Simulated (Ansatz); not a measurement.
A self-consistent single point of CuZn (Pm-3m, 2 atoms in the cell) with Ansatz (a quantum-chemistry and plane-wave program).

Method of the run: PBEsol, PAW files made with PBE (plane waves; Ansatz).

The change in words: lattice scaled by 1.03. Reference geometry:
```xyz
2
Lattice="2.9978 0.0000 0.0000 0.0000 2.9978 0.0000 0.0000 0.0000 2.9978" Properties=species:S:1:pos:R:3 pbc="T T T"
Zn     1.4989     1.4989     1.4989
Cu     0.0000     0.0000     0.0000
```

Reference input (self-consistent single point, DFT, PBEsol, plane waves, PAW files made with PBE): basis.ecutwfc = 420 eV; kpoints.mp_grid.grid = 7 7 7; kpoints.mp_grid.shift = 0.5 0.5 0.5; hamiltonian.xc = pbesol; hamiltonian.pseudopotentials = {kind: paw} (an earlier, softer set of the program's PAW files); scf.occupations.method = cold; scf.occupations.width = 0.1 eV. This run's input differs from it in these lines:

```diff
@@ -2,5 +2,5 @@
   lattice:
-    - [2.997790, 0.000000, 0.000000]
-    - [0.000000, 2.997790, 0.000000]
-    - [0.000000, 0.000000, 2.997790]
+    - [3.087724, 0.000000, 0.000000]
+    - [0.000000, 3.087724, 0.000000]
+    - [0.000000, 0.000000, 3.087724]
   atoms:
```

The program printed (abridged):

```
SCF iter   1: F=—  HF=-9871.656555 eV  |F-HF|=—  |Δ(HF+E_count)|=         —  Δρ=2.91e-1  dr2=1.70e1  ethr=3.10e-3  ⟨swp⟩=5.1  Hψ=1911  notcnv=0
all-band conjugate gradients solve this SCF's bands
preconditioner: auto → none
SCF iter   2: F=—  HF=-9869.825662 eV  |F-HF|=—  |Δ(HF+E_count)|=    1.83e0  S|Δr|=    0.00e0  Δρ=8.47e-2  dr2=1.72e0  ethr=3.10e-3  ⟨swp⟩=2.5  Hψ=853  notcnv=0  defer=10
   [... lines left out ...]
SCF iter   8: F=—  HF=-9869.590342 eV  |F-HF|=—  |Δ(HF+E_count)|=   1.57e-5  S|Δr|=    0.00e0  Δρ=1.60e-4  dr2=5.57e-6  ethr=3.76e-7  ⟨swp⟩=1.5  Hψ=410  notcnv=0  defer=10
SCF iter   9: F=—  HF=-9869.590344 eV  |F-HF|=—  |Δ(HF+E_count)|=   2.08e-6  S|Δr|=    0.00e0  Δρ=1.88e-5  dr2=7.93e-8  ethr=3.23e-10  ⟨swp⟩=6.0  Hψ=1836  notcnv=0
SCF iter  10: F=-9869.590344 eV  HF=-9869.590344 eV  |F-HF|=5.87e-9  |Δ(HF+E_count)|=   1.09e-8  S|Δr|=    0.00e0  Δρ=5.22e-6  dr2=5.64e-9  ethr=2.56e-10  ⟨swp⟩=2.9  Hψ=1203  notcnv=0
SCF 1 converged in 10 iterations: F = -9869.590344 eV  dr2 = 5.64e-9
Stability not checked (fill_not_monotonic)
Free energy (F): -9869.590344 eV
Internal energy: -9869.589250 eV  (E = F + TS)
E sigma→0 (E₀):  -9869.589979 eV
Entropy (-TS):   -0.001093 eV (-0.547 meV/atom)
Fermi energy:    11.647450 eV
--- Forces (eV/Å), atoms counted from 1 ---
  atom   1  Zn     0.00000000    -0.00000000    -0.00000000
  atom   2  Cu    -0.00000000     0.00000000    -0.00000000
--- Stress (GPa, compression-positive) ---
      -15.808594       0.000000       0.000000
        0.000000     -15.808594       0.000000
       -0.000000       0.000000     -15.808594
  P = ⅓ Tr σ = -15.8086 GPa (-158.086 kbar)
  The stress holds the Pulay correction. Without it, at fixed plane waves, as pw.x and ABINIT print it: P = -15.9170 GPa
```

The run converged in 10 iterations. Against the reference run the free energy goes up by 103 meV/atom and the pressure goes from -9.97 to -15.81 GPa.

The starting cell has typed, rounded lattice constants, without a prior relaxation at this level. Its lattice was rescaled by a random factor within 2.5 % of one. For this run, on top of that: lattice scaled by 1.03. Spin polarisation is off. Ansatz's pressure includes its estimate of the finite-basis (Pulay) stress.

Keys are those of Ansatz 0.2.
